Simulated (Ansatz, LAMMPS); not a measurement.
Si well of 16 atomic layers along [001] in random Si0.5Ge0.5, interfaces graded over 4 layers. Cell 16.85 × 16.85 × 55.23 Å, Si491Ge229, 720 atoms. Prepared with Tersoff's 1989 multicomponent potential (SiCGe.tersoff) (LAMMPS): minimisation. 

Basis: localised support functions (accuracy medium) on a full density matrix. k-points: zone centre alone; occupations: Fermi-Dirac, 0.010 eV; spin polarisation not allowed. Scalar-relativistic, no spin-orbit coupling.

Task: What is the computed gap and bonding (PBE, support functions at accuracy medium on the grid of 370 eV in Ansatz, a quantum-chemistry and plane-wave program)?

Result: 
Kohn-Sham gap of the cell on its k-mesh: 0.19 eV
weight of the highest filled level on the well: 0.20
weight of the lowest empty level on the well: 0.98
coordination (neighbours within 2.875 Å): 100.0 % 4-fold
Ge-Ge bonds, mean ± spread: 2.478 ± 0.008 Å
Ge-Si bonds, mean ± spread: 2.431 ± 0.009 Å
Si-Si bonds, mean ± spread: 2.393 ± 0.008 Å
bond angles, mean ± spread: 109.5° ± 1.4°
pressure: -1.30 GPa
